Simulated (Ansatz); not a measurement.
Structures of equal composition on the (111) surface of fcc Pt: a layer of Ag in place of the second plane; a layer of Ag in place of the third plane. The slabs share one bottom face, and each structure is named by its start. These are constructed structures in small cells; real faces may alloy, dewet or reconstruct in larger ones, and not all known structures of the face are among them. Slabs of about 11 Å with all that they carry, Fermi-Dirac smearing of 0.1 eV. Bottom of the slabs: a bare face, its two planes held. Relaxed from the named starts with such symmetry as they have, on meshes of like density; energies extrapolated to zero smearing; no spin-orbit coupling, no U. Spin-polarised runs, if any, are marked in brackets, and their order is one that fits the cell; the others ran without spin.

Computed with PBE (plane waves to 420 eV, PAW; Ansatz, a program for electronic structure).

Problem. Rank these by energy per 1x1 cell (lowest first), as PBE gives it.

Solution. a layer of Ag in place of the second plane (0.000 eV), a layer of Ag in place of the third plane (0.212 eV)
